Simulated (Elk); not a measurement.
# Elk run on MgRh (Pm-3m, 2 atoms in the cell): self-consistent single point

Method: LDA (PW92), all-electron FP-LAPW, Elk's shipped species files, default APW+lo basis in Elk.

This input was run:

```
tasks
  0

rmtscf
  0.99

stype
  0

swidth
  0.00734986

maxscl
  100

scale
  5.833301088

avec
    1.0000000000    0.0000000000    0.0000000000
    0.0000000000    1.0000000000    0.0000000000
    0.0000000000    0.0000000000    1.0000000000

sppath
  './'

atoms
  2
  'Mg.in'
  1
  0.0000000000  0.0000000000  0.0000000000    0.0 0.0 0.0
  'Rh.in'
  1
  0.5000000000  0.5000000000  0.5000000000    0.0 0.0 0.0

ngridk
  13 13 13
```

The program printed (abridged):

```
│ Elk code version 10.2.4 │

All units are atomic (Hartree, Bohr, etc.)

│ Ground-state run starting from atomic densities │

Lattice vectors :
   5.833301088       0.000000000       0.000000000
   0.000000000       5.833301088       0.000000000
   0.000000000       0.000000000       5.833301088

Unit cell volume      :    198.4920787
Brillouin zone volume :    1.249673111

Muffin-tin inner radius fraction :   0.1000000000E-01

Nuclei treated as point charges

Species :    1 (Mg)
 parameters loaded from : Mg.in
 name : magnesium
 nuclear charge    :   -12.00000000
 electronic charge :    12.00000000
 atomic mass :    44305.30462
 muffin-tin radius :    2.178000000
 number of radial points in muffin-tin :    397
 atomic positions (lattice), magnetic fields (Cartesian) :
   1 :   0.00000000  0.00000000  0.00000000    0.00000000  0.00000000  0.00000000

Species :    2 (Rh)
 parameters loaded from : Rh.in
 name : rhodium
 nuclear charge    :   -45.00000000
 electronic charge :    45.00000000
 atomic mass :    187585.2510
 muffin-tin radius :    2.574000000
 number of radial points in muffin-tin :    597
 atomic positions (lattice), magnetic fields (Cartesian) :
   1 :   0.50000000  0.50000000  0.50000000    0.00000000  0.00000000  0.00000000

Total number of atoms per unit cell :    2

Spin treatment :
 spin-unpolarised

Number of Bravais lattice symmetries :   48
Number of crystal symmetries         :   48
Crystal has inversion symmetry
Real symmetric eigensolver will be used

k-point grid :     13    13    13
k-point offset :    0.000000000       0.000000000       0.000000000
k-point set is reduced with full crystal symmetry group
Total number of k-points :       84

Muffin-tin radius times maximum |G+k| :    7.000000000
 using average radius
Maximum |G+k| for APW functions       :    2.946127946
Maximum (1/2)|G+k|²                   :    4.339834937
Maximum |G| for potential and density :    12.00000000
 potential will be trimmed for |G| > 2 gkmax
Constant for pseudocharge density :    8
Radial integration step length :    4

G-vector grid sizes :     24    24    24
Number of G-vectors :     5743

Maximum angular momentum used for
 APW functions                      :    8
 outer part of muffin-tin           :    6
 inner part of muffin-tin           :    1

Total nuclear charge    :   -57.00000000
Total core charge       :    30.00000000
Total valence charge    :    27.00000000
Total excess charge     :    0.000000000
Total electronic charge :    57.00000000

Effective Wigner radius, rₛ :   0.9402858594

Number of empty states         :    8
Total number of valence states :   22
Total number of core states    :   30

Total number of local-orbitals :   26

Exchange-correlation functional :      3     0     0
 Perdew-Wang/Ceperley-Alder, Phys. Rev. B 45, 13244 (1992)
 gradient requirement :    0
 local density approximation (LDA)

Smearing type :    0
 Gaussian
Smearing width :   0.7349860000E-02
Effective electronic temperature (K) :    2320.902224

Mixing type :    3
 Broyden mixing, J. Phys. A: Math. Gen. 17, L317 (1984)

Kohn-Sham potential initialised from atomic data

│ Self-consistent loop started │
│ Loop number : 1 │
 total energy                :     -4974.44224179
│ Loop number : 2 │
 total energy                :     -4974.85324761
RMS change in Kohn-Sham potential (target) :   0.1599253829     (  0.1000000000E-05)
Absolute change in total energy (target)   :   0.4110058131     (  0.1000000000E-03)
│ Loop number : 3 │
 total energy                :     -4978.01864139
RMS change in Kohn-Sham potential (target) :   0.9071477611E-01 (  0.1000000000E-05)
Absolute change in total energy (target)   :    3.268145242     (  0.1000000000E-03)
│ Loop number : 4 │
 total energy                :     -4979.20730792
RMS change in Kohn-Sham potential (target) :   0.6052101169E-01 (  0.1000000000E-05)
Absolute change in total energy (target)   :    2.005702835     (  0.1000000000E-03)
│ Loop number : 5 │
 total energy                :     -4979.70534279
RMS change in Kohn-Sham potential (target) :   0.4033267452E-01 (  0.1000000000E-05)
Absolute change in total energy (target)   :   0.9994605785     (  0.1000000000E-03)
│ Loop number : 6 │
 total energy                :     -4980.10848838
RMS change in Kohn-Sham potential (target) :   0.1134843883E-01 (  0.1000000000E-05)
Absolute change in total energy (target)   :   0.6530107310     (  0.1000000000E-03)
│ Loop number : 7 │
 total energy                :     -4980.27003462
RMS change in Kohn-Sham potential (target) :   0.1733873959E-03 (  0.1000000000E-05)
Absolute change in total energy (target)   :   0.3247989235     (  0.1000000000E-03)
│ Loop number : 8 │
 total energy                :     -4980.24368204
RMS change in Kohn-Sham potential (target) :   0.2392140897E-03 (  0.1000000000E-05)
Absolute change in total energy (target)   :   0.5484715617E-01 (  0.1000000000E-03)
│ Loop number : 9 │
 total energy                :     -4980.24533314
RMS change in Kohn-Sham potential (target) :   0.1822905210E-03 (  0.1000000000E-05)
Absolute change in total energy (target)   :   0.1536289214E-01 (  0.1000000000E-03)
│ Loop number : 10 │
 total energy                :     -4980.25226944
RMS change in Kohn-Sham potential (target) :   0.1964585941E-04 (  0.1000000000E-05)
Absolute change in total energy (target)   :   0.1077701529E-01 (  0.1000000000E-03)
│ Loop number : 11 │
 total energy                :     -4980.25321159
RMS change in Kohn-Sham potential (target) :   0.9951776056E-06 (  0.1000000000E-05)
Absolute change in total energy (target)   :   0.3636408474E-02 (  0.1000000000E-03)
│ Loop number : 12 │
 total energy                :     -4980.25327602
RMS change in Kohn-Sham potential (target) :   0.1096792571E-05 (  0.1000000000E-05)
Absolute change in total energy (target)   :   0.9735278563E-03 (  0.1000000000E-03)
│ Loop number : 13 │
 total energy                :     -4980.25324976
RMS change in Kohn-Sham potential (target) :   0.8050882832E-07 (  0.1000000000E-05)
Absolute change in total energy (target)   :   0.2171290453E-03 (  0.1000000000E-03)
│ Loop number : 14 │
 total energy                :     -4980.25324820
RMS change in Kohn-Sham potential (target) :   0.8067683498E-07 (  0.1000000000E-05)
Absolute change in total energy (target)   :   0.5271315240E-04 (  0.1000000000E-03)
Convergence targets achieved

│ Loop number : 15 │

Energies :
 Fermi                       :     0.238710726049
 sum of eigenvalues          :     -2959.49687131
 electron kinetic            :      5180.97412181
 core electron kinetic       :      4963.59658884
 Coulomb                     :     -10011.1991642
 Coulomb potential           :     -7941.65391601
 nuclear-nuclear             :     -485.250541273
 electron-nuclear            :     -11110.2433298
 Hartree                     :      1584.29470692
 Madelung                    :     -6040.37220619
 xc potential                :     -198.817077107
 exchange                    :     -144.870348185
 correlation                 :     -5.15785123095
 total energy                :     -4980.25324181

Density of states at Fermi energy :    36.79883579
 (states/Hartree/unit cell)

Estimated indirect band gap :   0.1883808370E-02
 from k-point      7 to k-point     73
Estimated direct band gap   :   0.1161123099E-01
 at k-point     82

Charges :
 core                        :    30.00000000
 valence                     :    27.00000000
 interstitial                :    2.275612907
 muffin-tins (core leakage)
  species :    1 (Mg)
   atom    1                 :    10.64886399     ( -0.4440892099E-15)
  species :    2 (Rh)
   atom    1                 :    44.07552310     (  0.1442776210E-07)
 total in muffin-tins        :    54.72438709
 total calculated charge     :    56.99679930
 total charge                :    57.00000000
 error                       :   0.3200702687E-02

│ Self-consistent loop stopped │
```

The run converged in 15 iterations. The count includes the last loop, which Elk runs after its targets are met.

The starting cell comes from a database of computed structures (which also holds hypothetical and non-ambient phases and stackings), without a prior relaxation at this level. Spin polarisation is off. Values depend on the basis (sphere radii, cutoffs, local orbitals), which need not be converged. The log's line on a gap gives a spacing of levels on this mesh, which the program prints for metals too.
